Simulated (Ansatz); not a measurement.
## Response to strain in GaSb

The reference is GaSb in the zinc blende structure (space group F-43m, No. 216; a = 6.049 Å).

Strains are applied to the cell and any free atomic positions relax.

The values are results of LDA/PAW in Ansatz (an electronic-structure program), no spin-orbit coupling, not measurements.

Candidates:
(a) isotropic strain +2.50 %
(b) isotropic strain −3.00 %
(c) isotropic strain +3.00 %

Notes on the quantities. energy relative to the base: free energy F.

Task: Order them by energy relative to the base, lowest first.

Result: (a) isotropic strain +2.50 % (+25 meV/atom), (c) isotropic strain +3.00 % (+35 meV/atom), (b) isotropic strain −3.00 % (+44 meV/atom)

Whether these cells are dynamically stable was not tested. The final runs are not spin-polarised.
